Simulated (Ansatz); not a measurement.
**fcc Cu: the defect H interstitial**

These are PBE, PAW (plane waves to 420 eV; Ansatz, a quantum-chemistry and plane-wave program) values and carry that method's errors. Cell and caveats: 32-site cell; 6×6×6 shifted k-points; start: void with 6Cu nearest; no Hubbard U; not converged in cell size; the relaxation kept the symmetry of the starting site; relaxed from one start, so a lower configuration may exist.

Neighbours after relaxation, in Å: of the H atom: Cu 1.85, Cu 1.85, Cu 1.85, Cu 1.85, Cu 1.85, Cu 1.85.

Formation energies E_f are those of the neutral cell. Chemical conditions: host crystal and elements as references (Δμ(H) = 0.00 eV; H taken from its element, since no compound that bounds it was computed at this level; only phases computed here count, gases as isolated molecules at 0 K). Reference phases: H: H2 molecule in a box.

The name describes the start; the neighbours show where the added atom ended.

```json
[
 {"charge": "0", "moment (μB)": "not spin-polarised", "point group": "Oh", "largest move off a lattice site (Å)": "0.04", "E_f, host crystal and elements as references (eV)": "0.46"}
]
```

Point groups are those of the whole cell at tolerances of 0.03 and 0.1 Å ("near" where only the looser one holds); none is given for unsettled states.
